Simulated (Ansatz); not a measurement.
# CaO: energy against volume

CaO (rock salt, Fm-3m, 14.092 Å³/atom and stress up to 0.01 GPa in the relaxed cell, cube axes along x, y and z) under an equal strain ε along all three axes. PBE in Ansatz, a plane-wave DFT program (PAW, default set), 420 eV, 12×12×12 Γ-centred mesh, Fermi-Dirac smearing 0.05 eV; ions are relaxed, or left where forces stay under 0.02 eV/Å, within the symmetry of each cell.

Here V stands for volume and E for E less E0.

| volume (Å³/atom) | E less E0 (meV/atom) | pressure (GPa) |
|---|---|---|
| 12.8612 | ? | ? |
| 13.2631 | 17.90 | 7.29 |
| 13.4671 | 9.88 | 5.28 |
| 13.6732 | 4.31 | 3.40 |
| 13.8814 | 1.09 | 1.64 |
| 14.0918 | 0.00 | 0.00 |
| 14.3042 | 1.03 | -1.53 |
| 14.5188 | 4.03 | -2.95 |
| 14.7355 | 8.92 | -4.27 |
| 14.9543 | 15.66 | -5.50 |

Taking the third-order Birch-Murnaghan form, a cubic in V^(-2/3) for E over the 9 complete rows: With u = V^(-2/3) - 0.171, the rows have u = 0.007472, 0.005665, 0.003885, 0.002132, 0.000405, -0.001296, -0.002973, -0.004624, -0.006251. Least squares gives E = 0.055 - 285.42·u + 355292·u² + 310334·u³. Residuals (row less fit): 0.012, -0.017, -0.017, 0.026, 0.002, 0.009, -0.006, -0.021, 0.014; standard error 0.020 (degrees of freedom: 5). Its minimum lies at u = 0.000401, so V0 = (0.171401)^(-3/2) = 14.09. There d²E/du² = 711300 and d³E/du³ = 1862000, so B0 = (4/9) × 14.09^(-7/3) × 711300 × 0.160218 = 106 GPa (the last factor turns the table's units into GPa), and B0' = 4 + (2/3) × 0.171401 × (1862000)/711300 = 4.3. B0' rests on the cubic coefficient alone and has a standard error of 0.1 from these residuals.

### Question
What does the fit predict for E at V = 12.8612, and how far is the calculated value from it?

### Answer
u = 0.011171, so E = 0.055 - 285.42 × 0.011171 + 355292 × 0.011171² + 310334 × 0.011171³ = 41.637 meV/atom. The calculation gives 41.63 meV/atom, 0.007 meV/atom below the prediction (0.0 % of the range of E in the table). The row lies outside the fitted rows, so this is an extrapolation. From the scatter of the fitted rows alone, a prediction at this place has a standard error of 0.098 meV/atom, so the miss is 0.1 times that.

Other structures, which can take over under pressure, weren't tried. The same form fitted to the pressure column gives B0' = 4.3; series where the two differ by over 0.4 aren't shown. Rows are the converged runs of the series near zero and its far end, less any whose ions stayed unrelaxed beside relaxed ones; series whose fitted rows scatter by over a few per cent of the range, as at a crossing or softening among them, aren't shown in this form.
